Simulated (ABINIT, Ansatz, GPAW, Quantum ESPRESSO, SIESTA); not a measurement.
## BeCo (Pm-3m, 2 atoms in the cell) computed with different codes at matched settings

Relaxation of cell and atoms.

```xyz
2
Lattice="2.5718 0.0000 0.0000 0.0000 2.5718 0.0000 0.0000 0.0000 2.5718" Properties=species:S:1:pos:R:3 pbc="T T T"
Be     0.0000     0.0000     0.0000
Co     1.2859     1.2859     1.2859
```
Moments meant for the start (each program seeds them in its own way; μB, in the order of the atoms Be Co): 0.0 3.0.

Shared settings, as Ansatz (a first-principles code) writes them: kpoints.mp_grid.grid = 9 9 9; scf.occupations.method = fermi_dirac; scf.occupations.width = 0.0073 Ry. Potentials and cutoffs stand in the table.

```
code                                                                                                                                      model  final volume (Å³/atom)  size of the net moment (μB/atom)       cutoff
----------------  -----------------------------------------------------------------------------------------------------------------------------  ----------------------  --------------------------------  -----------
Quantum ESPRESSO                                                          PBEsol, PseudoDojo standard norm-conserving (PBESOL) pseudopotentials                    8.47                              0.16       100 Ry
SIESTA            GGA PBEsol, numerical atomic orbitals DZP, PseudoDojo PBEsol standard norm-conserving potentials (rewritten from UPF to PSML)                    8.00                              0.15  grid 350 Ry
ABINIT                                                           PBEsol, norm-conserving pseudopotentials (PseudoDojo nc-sr-04 PBEsol standard)                    8.47                              0.16      1306 eV
GPAW                                                                                      PBEsol, GPAW PAW datasets PBEsol (made by gpaw-setup)                    8.50                              0.16       850 eV
Ansatz                                                                                                          PBEsol, PAW files made with PBE                    8.45                              0.15      default
```

On Ansatz's run: the moments shrank to a small part of their start, a low-spin state that need not be the lowest.

The spread over the programs that give each value: final volume within 0.50 Å³/atom; size of the net moment within 0.01 μB/atom.

SIESTA uses small atom-centred bases, whose incompleteness enters pressures, forces and empty levels differently from a plane-wave cutoff. The programs treat the finite-basis stress differently while the cell relaxes: Ansatz adds an estimate of it, ABINIT smooths its cutoff (ecutsm).

The starting cell comes from a database of computed structures (which also holds hypothetical and non-ambient phases and stackings), without a prior relaxation at this level.

Keys are those of Ansatz 0.2.
